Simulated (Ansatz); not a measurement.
An Ansatz (an electronic-structure program) input (DFT with r2SCAN, PAW potentials and a 500 eV plane-wave cutoff in Ansatz, no spin-orbit coupling):

Ansatz 0.2 input:
```yaml
crystal:
  lattice:
    - [0, 2.553115361, 2.553115361]
    - [2.553115361, 0, 2.553115361]
    - [2.553115361, 2.553115361, 0]
  atoms:
    - { symbol: F, position: [0, 0, 0] }
    - { symbol: Y, position: [0.5, 0.5, 0.5] }
basis: { ecutwfc: 500, ecutrho_ratio: 4, xc_grid: 4, fft_grid_basis: typed }
kpoints: { mp_grid: { grid: [16, 16, 16] } }
hamiltonian:
  xc: r2scan
  dispersion: none
  pseudopotentials: { kind: paw }
scf: { occupations: { method: fermi_dirac, width: 0.05 }, convergence: { dr2_threshold: 0.0000000002 } }
output: { forces: true, stress: true }
checkpoint: { write: state.ck, write_every: 1000 }
```

Question: Which symmetry and how many k-points will the program report, and about how many plane waves at Γ?

Answer: Space group Fm-3m (ITA 225) with 48 operations, k-points 145 of 4096, and 869 plane waves at Γ.

Stability against distortions was not tested. All final runs are without spin polarisation. The cell was made from YN by this change: N → F; the result is a hypothetical phase, not in the database extracts checked. YF has a high density of states at the Fermi level and may be magnetic at this level.
